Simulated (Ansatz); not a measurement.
The starting structures come from a database of crystals and need not be the phases stable at ambient conditions.

Inside the gap of an insulator the Bloch states are evanescent, with a wavenumber k + iκ along the transport direction.

Data:

```yaml
crystal:
  lattice:
    - [4.42655, 0.00000, 0.00000]
    - [0.00000, 9.92413, 0.00000]
    - [0.00000, 4.96207, 4.96207]
  atoms:
    - { symbol: Li, position: [0.50000, 0.00000, 0.00000] }
    - { symbol: Li, position: [0.50000, 0.50000, 0.00000] }
    - { symbol: Bi, position: [0.49292, 0.00000, 0.50000] }
    - { symbol: Bi, position: [0.50708, 0.50000, 0.50000] }
    - { symbol: Pd, position: [0.00000, 0.75000, 0.50000] }
    - { symbol: Pd, position: [0.00000, 0.75000, 0.00000] }
    - { symbol: Pd, position: [0.00000, 0.25000, 0.50000] }
    - { symbol: Pd, position: [0.00000, 0.25000, 0.00000] }
    - { symbol: O, position: [0.23528, 0.77370, 0.22630] }
    - { symbol: O, position: [0.23528, 0.50000, 0.22630] }
    - { symbol: O, position: [0.23528, 0.22630, 0.77370] }
    - { symbol: O, position: [0.23528, 0.50000, 0.77370] }
    - { symbol: O, position: [0.76472, 0.27370, 0.22630] }
    - { symbol: O, position: [0.76472, 0.00000, 0.77370] }
    - { symbol: O, position: [0.76472, 0.72630, 0.77370] }
    - { symbol: O, position: [0.76472, 0.00000, 0.22630] }
```

Space group of this cell: P4/nmm. The cell is taken as given; by r2SCAN its mean pressure is -5.7 GPa.

Transport runs along the normal of the first two printed cell vectors, the (110) plane of the conventional cell.

No gap correction and no spin-orbit coupling; mid-gap values are interpolated between computed energies.

State the band gap and the smallest decay constant κ at mid-gap according to r2SCAN (Ansatz, a program for electronic structure).

Gap 0.66 eV on a 8×6×6 mesh; κ = 0.156 1/Å, at (0.500, 0.000) of the in-plane reciprocal vectors. At the zone centre, at the nearest computed energy, the slowest state has κ = 0.32 1/Å.
